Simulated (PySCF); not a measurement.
PySCF 2.14.0, BP86/def2-tzvp, df: Zn(Br)2 ([Br][Zn][Br]), 3 atoms. The geometry is a generated start, not checked to be a minimum at this level.

| Item | Value |
|---|---|
| task | energy |
| method | bp86 |
| basis | def2-tzvp |
| two-electron scheme | density fitting |
| mol.max_memory | 3000 MB |
| mf.max_cycle | 100 |
| mf.conv_tol | 1e-09 (default) |
| mf.grids.level | 3 (default) |
| basis functions | 144 |
| grid points | 61488 |

```xyz
3

Zn     0.0411     0.0029    -0.0036
Br    -0.2136     1.7819    -1.4035
Br     0.1725    -1.7848     1.4071
```

Charge 0 and multiplicity 1 are set for this test and not shown to be the ground state.

With the defaults (mf.DIIS = CDIIS, mf.diis = true, mf.init_guess = minao, newton = off, mf.damp = 0, mf.diis_start_cycle = 1, mf.diis_space = 8) it converges in 13 Fock builds. One run each on 2 threads, 1 BLAS thread, with these changes:
- mf.DIIS = EDIIS
- mf.diis_space = 5
- mf.diis = false, mf.damp = 0.7, mf.diis_start_cycle = 999
- mf.damp = 0.7, mf.diis_start_cycle = 8
- mf.init_guess = sap
- newton = Hessian by the SCF's own integrals
- mf.damp = 0.3, mf.diis_start_cycle = 4
- mf.init_guess = mod_huckel
- mf.diis = false

**Question.** Name the settings that don't reach the solution of the defaults.

**Answer.** No convergence: mf.DIIS = EDIIS; mf.diis = false (the run ends without SCF convergence in 100 cycles). The rest reach the solution of the defaults.

```csv
setting,Fock builds,end
the defaults,13,same solution
mf.init_guess = mod_huckel,13,same solution
mf.diis_space = 5,13,same solution
"mf.damp = 0.7, mf.diis_start_cycle = 8",14,same solution
mf.init_guess = sap,14,same solution
"mf.damp = 0.3, mf.diis_start_cycle = 4",19,same solution
"mf.diis = false, mf.damp = 0.7, mf.diis_start_cycle = 999",24,same solution
newton = Hessian by the SCF's own integrals,27,same solution
mf.DIIS = EDIIS,101,no convergence
mf.diis = false,101,no convergence
```

Under newton the count holds the products with the orbital Hessian.
